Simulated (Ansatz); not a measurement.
For GaN (zinc blende, F-43m) at 625 K, quasi-harmonic lattice dynamics with DFT at the PBEsol level (Ansatz, a program for electronic structure) gives a volume expansion coefficient α_V = 18.11 × 10⁻⁶ K⁻¹, an isothermal bulk modulus B_T = 176.5 GPa, a molar volume V_m = 13.890 cm³/mol and C_V = 45.70 J/(mol K). Another polymorph of this substance is known too; which is more stable was not tested here. Dynamical quadrupoles are not included in the interpolation of the phonons between the solved wave vectors.

**Question.** Work out the Grüneisen parameter, C_P and the adiabatic bulk modulus.

**Answer.** γ = α_V B_T V_m / C_V = 0.97. C_P − C_V = α_V² B_T V_m T = 0.50 J/(mol K), so C_P = 46.20 J/(mol K). B_S = B_T C_P/C_V = B_T (1 + α_V γ T) = 178.4 GPa.

The PAW data sets were generated under PBE and serve the other functionals too.
